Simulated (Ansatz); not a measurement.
Input and output of a self-consistent single point for AgHg3SbO6 (R-3c, 22 atoms in the cell) (Ansatz, an electronic-structure program)

Method: PBEsol, default PAW files made with PBE (plane waves; Ansatz).

This input was run:

Ansatz 0.2 input:
```yaml
# AgHg3SbO6
crystal:
  lattice:
    - [4.745630, 2.739891, 4.141108]
    - [-4.745630, 2.739891, 4.141108]
    - [0.000000, -5.479781, 4.141108]
  atoms:
    - { symbol: Ag, position_ang: [0.000000, 0.000000, 3.105831] }
    - { symbol: Ag, position_ang: [0.000000, 0.000001, 9.317493] }
    - { symbol: Hg, position_ang: [-1.522968, 2.739891, 7.246939] }
    - { symbol: Hg, position_ang: [-1.611331, -2.688873, 7.246939] }
    - { symbol: Hg, position_ang: [3.134299, -0.051016, 7.246939] }
    - { symbol: Hg, position_ang: [1.522968, -2.739890, 5.176385] }
    - { symbol: Hg, position_ang: [1.611331, 2.688874, 5.176385] }
    - { symbol: Hg, position_ang: [-3.134299, 0.051017, 5.176385] }
    - { symbol: Sb, position_ang: [0.000000, 0.000000, 0.000000] }
    - { symbol: Sb, position_ang: [0.000000, 0.000001, 6.211662] }
    - { symbol: O, position_ang: [-3.322416, 3.457468, 5.296477] }
    - { symbol: O, position_ang: [-1.333047, -4.606030, 5.296477] }
    - { symbol: O, position_ang: [4.655463, 1.148563, 5.296477] }
    - { symbol: O, position_ang: [-0.090167, 1.591329, 5.056293] }
    - { symbol: O, position_ang: [1.423214, -0.717577, 5.056293] }
    - { symbol: O, position_ang: [-1.333047, -0.873751, 5.056293] }
    - { symbol: O, position_ang: [3.322416, -3.457467, 7.126847] }
    - { symbol: O, position_ang: [1.333047, 4.606031, 7.126847] }
    - { symbol: O, position_ang: [-4.655463, -1.148562, 7.126847] }
    - { symbol: O, position_ang: [0.090167, -1.591328, 7.367031] }
    - { symbol: O, position_ang: [-1.423214, 0.717578, 7.367031] }
    - { symbol: O, position_ang: [1.333047, 0.873752, 7.367031] }
basis:
  ecutwfc: 30.9 Ry
kpoints:
  mp_grid: { grid: [3, 3, 3] }
hamiltonian:
  xc: pbesol
  pseudopotentials: { kind: paw }
scf:
  occupations: { method: gaussian, width: 0.0147 Ry }
output:
  forces: true
  eigenvalues: true
  stress: true
```

Output (repeated stretches shortened):

```
WARN ansatz: RAYON_NUM_THREADS=1 ignored (pool sized by the plan → 1); use --threads N
Pseudopotentials: kind: paw
Pseudopotential: Ag, paw, valence charge 19
Pseudopotential: Hg, paw, valence charge 20
Pseudopotential: Sb, paw, valence charge 15
Pseudopotential: O, paw, valence charge 6
Crystal: 22 atoms, lattice volume = 323.069 Å³
Basis set: ecut = 420.4159175005146 eV, 6337 PW (Γ), exchange–correlation on 96×96×96 points (8 copies of the dense FFT grid, shifted against one another)
Bands: 156, of which v1, the nominal top of the filled ones, is band 130 counted from 1 (129 counted from 0)
Symmetry: 12 space group operations
Space group: R-3c (ITA 167), of the structure as read, at distance tolerance 6.9e-5 Å
k-points: 6 of 27
PAW frozen core: Ag, regenerated for the run's functional, and the local potential with it
PAW frozen core: Hg, regenerated for the run's functional, and the local potential with it
PAW frozen core: Sb, regenerated for the run's functional, and the local potential with it
PAW frozen core: O, regenerated for the run's functional, and the local potential with it
Initial density: superposition of atomic densities (neutral atoms: chi_scale 0, normalization atom), corrected by the library's trained network
Initial wavefunctions: pseudopotential atomic-orbital guess
Eigensolver: davidson
Functional: x = pbesol(κ = 0.804, μ = 0.12345679012345678), c = pbesol(β = 0.046)
SCF iter   1: F=—  HF=-116582.618583 eV  |F-HF|=—  |Δ(HF+E_count)|=         —  Δρ=1.47e-2  dr2=5.71e-1  ethr=1.77e-3  ⟨swp⟩=5.0  Hψ=3444  notcnv=0  defer=5
all-band conjugate gradients solve this SCF's bands
preconditioner: auto → Resta (q_TF=auto, 2.631 Å⁻¹)
SCF iter   2: F=—  HF=-116582.472055 eV  |F-HF|=—  |Δ(HF+E_count)|=   1.47e-1  Δρ=2.83e-3  dr2=1.80e-2  ethr=2.19e-4  ⟨swp⟩=2.5  Hψ=1633  notcnv=0  defer=35
SCF iter   3: F=—  HF=-116582.468831 eV  |F-HF|=—  |Δ(HF+E_count)|=   3.22e-3  Δρ=1.30e-3  dr2=4.67e-3  ethr=6.91e-6  ⟨swp⟩=2.0  Hψ=1277  notcnv=0  defer=35
SCF iter   4: F=—  HF=-116582.468439 eV  |F-HF|=—  |Δ(HF+E_count)|=   3.92e-4  Δρ=6.20e-4  dr2=1.27e-3  ethr=1.80e-6  ⟨swp⟩=1.7  Hψ=835  notcnv=0  defer=35
SCF iter   5: F=—  HF=-116582.468221 eV  |F-HF|=—  |Δ(HF+E_count)|=   2.17e-4  Δρ=1.35e-4  dr2=8.81e-5  ethr=4.88e-7  ⟨swp⟩=2.0  Hψ=1443  notcnv=0  defer=35
SCF iter   6: F=—  HF=-116582.468129 eV  |F-HF|=—  |Δ(HF+E_count)|=   9.19e-5  Δρ=4.13e-5  dr2=7.22e-6  ethr=3.39e-8  ⟨swp⟩=2.0  Hψ=1215  notcnv=0  defer=35
SCF iter   7: F=—  HF=-116582.468134 eV  |F-HF|=—  |Δ(HF+E_count)|=   4.57e-6  Δρ=1.12e-5  dr2=4.20e-7  ethr=2.78e-9  ⟨swp⟩=2.0  Hψ=1445  notcnv=0  defer=35
SCF iter   8: F=-116582.468134 eV  HF=-116582.468134 eV  |F-HF|=1.71e-8  |Δ(HF+E_count)|=   3.90e-7  Δρ=2.79e-6  dr2=2.84e-8  ethr=3.85e-11  ⟨swp⟩=10.0  Hψ=4342  notcnv=0
SCF 1 converged in 8 iterations: F = -116582.468134 eV  dr2 = 2.84e-8
SCF converged after 8 iterations
Free energy (F): -116582.468134 eV
Harris-Foulkes:  -116582.468134 eV  (|F-HF|=1.71e-8)
Internal energy: -116582.468052 eV  (E = F + TS)
E sigma→0 (E₀):  -116582.468093 eV
Entropy (-TS):   -0.000083 eV (-0.004 meV/atom)
Fermi energy:    11.194418 eV
--- Per-component energies (eV) ---
  E_band       = -3439.854824
  E_kinetic    = 7189.915304
  E_local      = -28468.114699  (includes V_loc(G=0)·N_el)
  E_nonlocal   = 1968.588752
  E_hartree    = 12072.866828
  E_xc         = -2819.578378
  E_vxc        = -3340.525305  (∫ρ·V_xc dr)
  E_paw        = -77322.935938  (= ΣΔE_a)
  E_vpaw       = -4935.483163  (= ΣTr[D̂ρ^β])
  E_aug_tail   = 0.035071  (compensation charges beyond the density's cutoff)
  E_ewald      = -29206.949546
  E_core_change = 3.704555  (= ΣΔE_core)
  E_smearing   = -0.000083  (= −TS)
  E_closure    = 0.000000  (closes the sum)
  Σ components = -116582.468134   (vs F -116582.468134, Δ=0.00e0)
--- Forces (eV/Å), atoms counted from 1 ---
  atom   1  Ag     0.00000000     0.00000000     0.00000000
  atom   2  Ag     0.00000000    -0.00000000     0.00000000
  atom   3  Hg    -0.05040888     0.00000000     0.00000000
  atom   4  Hg     0.02520444    -0.04365537     0.00000000
  atom   5  Hg     0.02520444     0.04365537    -0.00000000
  atom   6  Hg     0.05040888     0.00000000     0.00000000
  atom   7  Hg    -0.02520444     0.04365537    -0.00000000
  atom   8  Hg    -0.02520444    -0.04365537     0.00000000
  atom   9  Sb     0.00000000    -0.00000000    -0.00000000
  atom  10  Sb    -0.00000000     0.00000000    -0.00000000
  atom  11  O      0.56945026     0.33390259     0.53610204
  atom  12  O     -0.57389324     0.32620713     0.53610204
  atom  13  O      0.00444297    -0.66010966     0.53610208
  atom  14  O      0.00444297     0.66010966    -0.53610208
  atom  15  O      0.56945026    -0.33390259    -0.53610204
  atom  16  O     -0.57389324    -0.32620713    -0.53610204
  atom  17  O     -0.56945026    -0.33390259    -0.53610204
  atom  18  O      0.57389324    -0.32620713    -0.53610204
  atom  19  O     -0.00444297     0.66010966    -0.53610208
  atom  20  O     -0.00444297    -0.66010966     0.53610208
  atom  21  O     -0.56945026     0.33390259     0.53610204
  atom  22  O      0.57389324     0.32620713     0.53610204
  max |Σ_I F_I| component: 3.33e-16 eV/Å
--- Stress (GPa, compression-positive) ---
        4.337310       0.000000      -0.000000
        0.000000       4.337310       0.000000
        0.000000       0.000000       4.800685
  P = ⅓ Tr σ = 4.4918 GPa (44.918 kbar)
  The stress holds the Pulay correction. Without it, at fixed plane waves, as pw.x and ABINIT print it: P = 3.9882 GPa
--- Band table (eV; the first three rows and the last of 6) ---
  k-point 0: bands = ["-103.0550", "-103.0550", "-103.0550", "-103.0550", "-103.0550", "-103.0549", "-78.6568", "-78.6568", "-51.6303", "-51.6301", "-51.6301", "-51.6294", "-51.6294", "-51.6292", "-51.4263", "-51.4262", "-51.4262", "-51.4254", [...]
  k-point 1: bands = ["-103.0550", "-103.0550", "-103.0550", "-103.0550", "-103.0549", "-103.0549", "-78.6568", "-78.6568", "-51.6302", "-51.6301", "-51.6299", "-51.6296", "-51.6294", "-51.6293", "-51.4263", "-51.4262", "-51.4260", "-51.4256", [...]
  k-point 2: bands = ["-103.0550", "-103.0550", "-103.0550", "-103.0550", "-103.0550", "-103.0549", "-78.6568", "-78.6568", "-51.6302", "-51.6300", "-51.6299", "-51.6296", "-51.6295", "-51.6294", "-51.4262", "-51.4261", "-51.4260", "-51.4256", [...]
  k-point 5: bands = ["-103.0550", "-103.0550", "-103.0550", "-103.0550", "-103.0550", "-103.0549", "-78.6568", "-78.6568", "-51.6300", "-51.6299", "-51.6299", "-51.6296", "-51.6296", "-51.6295", "-51.4261", "-51.4260", "-51.4259", "-51.4256", [...]
```

The run converged in 8 iterations.

The starting cell comes from a database of published, mostly measured structures (it also holds non-ambient and calculated ones), without a prior relaxation at this level. Its lattice was rescaled by a random factor within 2.5 % of one. Spin-orbit coupling is off. With a pressure of about 4 GPa the cell is away from its equilibrium volume at this level. Ansatz's pressure includes its estimate of the finite-basis (Pulay) stress. Without the estimate this run gives 3.99 GPa.
